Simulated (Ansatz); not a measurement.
# Habitual settings against a tight run: LaGePt (I4_1md, 6 atoms in the cell)

Self-consistent single point.

```yaml
crystal:
  lattice:
    - [-2.15021, 2.15021, 7.57828]
    - [2.15021, -2.15021, 7.57828]
    - [2.15021, 2.15021, -7.57828]
  atoms:
    - { symbol: La, position: [0.49988, 0.99988, 0.50000] }
    - { symbol: La, position: [0.74988, 0.74988, 0.00000] }
    - { symbol: Ge, position: [0.91914, 0.41914, 0.50000] }
    - { symbol: Ge, position: [0.16914, 0.16914, 0.00000] }
    - { symbol: Pt, position: [0.08497, 0.58497, 0.50000] }
    - { symbol: Pt, position: [0.33497, 0.33497, 0.00000] }
```

Method of the run: PBEsol, PAW files made with PBE (plane waves; Ansatz, a program for electronic structure).

Base settings: basis.ecutwfc = 420 eV; kpoints.mp_grid.grid = 9 9 9; hamiltonian.xc = pbesol; hamiltonian.pseudopotentials = {kind: paw} (the program's default PAW files); scf.occupations.method = fermi_dirac; scf.occupations.width = 0.136 eV.

Tight run (finer mesh or higher cutoff; not a proven limit): basis.ecutwfc: 420 eV → 590 eV; kpoints.mp_grid.grid: 9 9 9 → 13 13 13; scf.convergence.dr2_threshold: default (1e-07 eV) → 1e-09 eV. It gave Fermi level (on the code's own zero) 13.39 eV; pressure -4.16 GPa; largest force (vector length) 0.018 eV/Å.

Quick runs, as changes from the base:
- A: the base itself
- B: basis.ecutwfc: 420 eV → 210 eV; kpoints.mp_grid.grid: 9 9 9 → 4 4 4
- C: basis.ecutwfc: 420 eV → 250 eV; kpoints.mp_grid.grid: 9 9 9 → 6 6 6; kpoints.mp_grid.shift: default → 0.5 0.5 0.5
- D: basis.ecutwfc: 420 eV → 335 eV; kpoints.mp_grid.grid: 9 9 9 → 6 6 6; scf.occupations.method: fermi_dirac → gaussian
- E: basis.ecutwfc: 420 eV → 295 eV; kpoints.mp_grid.grid: 9 9 9 → 8 8 8; hamiltonian.xc: pbesol → lda [LDA (PW92)]
- F: basis.ecutwfc: 420 eV → 335 eV; kpoints.mp_grid.grid: 9 9 9 → 2 2 2; scf.occupations.method: fermi_dirac → gaussian; scf.occupations.width: 0.136 eV → 0.272 eV; kpoints.mp_grid.shift: default → 0.5 0.5 0.5; scf.convergence.dr2_threshold: default (1e-07 eV) → 0.0001 eV

Energies are extrapolated to zero smearing width, which holds to low order in the width alone.

Dashes: energy of E, another energy zero.

† marks runs with another functional, U, potentials or spin treatment: their distance from the tight run is not a convergence error alone.

The count of work is k-points × plane waves × bands × iterations; it is no time. 

Pressures in the table are Ansatz's without its Pulay estimate, at a fixed set of plane waves; the tight run's value above holds the estimate.

The starting cell comes from a database of computed structures (which also holds hypothetical and non-ambient phases and stackings), without a prior relaxation at this level. Its lattice was rescaled by a random factor within 2.5 % of one. Spin polarisation is off. In the base run, with a pressure of about -4 GPa the cell is away from its equilibrium volume at this level.

| run | energy less tight (meV/atom) | pressure less tight (GPa) | largest miss in a force vector (eV/Å) | count of work / tight |
|---|---|---|---|---|
| A | 1.5 | -0.01 | 0.001 | 0.20 |
| B | 3304.7 | -114.76 | 0.123 | 0.010 |
| C | 743.9 | -34.62 | 0.022 | 0.034 |
| D | 9.7 | -1.00 | 0.042 | 0.051 |
| E† | – | -8.83 | 0.009 | 0.099 |
| F | 20.6 | -2.07 | 0.206 | 0.0051 |

Among the runs at the tight run's level, the energy misses run from 1.5 to 3304.7 meV/atom.

Keys are those of Ansatz 0.2.
